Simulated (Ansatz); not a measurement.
Results of r²SCAN (Ansatz, a quantum-chemistry and plane-wave program, plane waves, PAW) for CsCl-type AuZn (cubic form, which distorts at low temperature).

Settings: plane-wave cutoff 600 eV, 16×16×16 k mesh, Fermi–Dirac smearing 0.1 eV, finite displacements, force constants from a 4×4×4 q mesh, scalar-relativistic PAW data made under PBE.

Computed at the level's own relaxed cell. Harmonic vibrational thermodynamics at fixed volume:

```
T (K)  S_vib (J/K per mol of atoms)  C_V (J/K per mol of atoms)  F_vib (eV/atom)
-----  ----------------------------  --------------------------  ---------------
100                           23.42                       20.69           0.0066
500                           61.33                       24.74          -0.1875
600                           65.85                       24.80          -0.2535
700                           69.67                       24.84          -0.3238
800                           72.99                       24.86          -0.3977
900                           75.92                       24.88          -0.4749
1000                          78.54                       24.89          -0.5550
```

The crystal is taken as a harmonic solid at every temperature: melting, phase changes and thermal expansion are not seen, nor the electrons' share in a metal.

Note: symmetry holds this phase in the static calculation, where it need not be a minimum.
